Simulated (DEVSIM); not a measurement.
System: Cr/Si3N4/p-Si capacitor, at 300 K.

Layer 1 from the left is Si3N4, thickness (nm) 4.60. Layer 2 from the left is Si, thickness (nm) 8700, Na (cm⁻³) 4.4e15.

Metal gate on the left, work function 4.5 eV. Fixed charge at the semiconductor interface -2e10 cm⁻² (in units of +e); interface traps 2.4e11 cm⁻² eV⁻¹, uniform in energy, neutral level at 0.3 of the gap above the valence band.

Constants are typed, rounded textbook-type inputs, not results; the design itself was drawn at random and stands for no fabricated device. Values at 300 K.

Si3N4: gap (eV) 5.1, affinity (eV) 2.1, permittivity 7.5. Si: gap (eV) 1.124, affinity (eV) 4.05, permittivity 11.7, Nc (cm⁻³) 2.86e19, Nv (cm⁻³) 3.1e19.

Model (solved in DEVSIM): 1D Poisson equation in equilibrium, Boltzmann statistics, complete ionisation; no quantum confinement or tunnelling. Metal contacts follow the ideal Schottky-Mott rule: no Fermi-level pinning, no interface dipoles.

**Question.** What does the simulation give for the flat-band voltage, the threshold voltage (band bending 2φF), the minimum of the low-frequency capacitance?

**Answer.** flat-band voltage -0.45 V; threshold voltage (band bending 2φF) 0.26 V; minimum of the low-frequency capacitance 0.0630 μF/cm².
